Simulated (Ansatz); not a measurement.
Consider InAs in the zinc blende structure (space group F-43m, No. 216; a = 6.0869 Å).

Method: PBEsol, PAW, 420 eV (Ansatz, a program for electronic structure; scalar-relativistic without spin-orbit coupling).

Before the change:

- Pressure: 0.0 GPa

It is then changed as follows: every lattice vector is shortened by 4.59 %; the atoms relax in the strained cell.

Problem. What does the calculation give for the valley order after the change?

Solution. The valley order (the lowest conduction-band minima on the path, energy above the VBM, named in the base's zone) comes out as Γ 0.32 eV; L along ⟨111⟩ 1.14 eV; X along ⟨100⟩ 1.22 eV.

Problem. What does the calculation give for the pressure after the change?

Solution. The pressure goes from zero to 10.9 GPa.

The levels and masses belong to the bands next to the band gap. Whether these cells are dynamically stable was not tested. The final runs are not spin-polarised.
